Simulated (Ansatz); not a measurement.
The parent structure is Pt in the fcc (Cu type) structure (space group Fm-3m, No. 225; a = 3.942 Å; relaxed with 0.1 eV smearing).

Level of theory: r2SCAN/PAW in Ansatz (a quantum-chemistry and plane-wave program), no spin-orbit coupling.

Base values:

```
Quantity   Result
--------  -------
Pressure  0.0 GPa
Band gap     zero
```

One thing is altered: an isotropic linear strain of +0.50 %, atoms relaxed at fixed cell.

**Question.** What happens to the energy relative to the base, pressure and band gap?

**Answer.** The energy rises by 2.8 meV/atom; the pressure goes from zero to -3.9 GPa; the band gap is still zero.

Stability against distortions was not tested. The final runs are not spin-polarised.
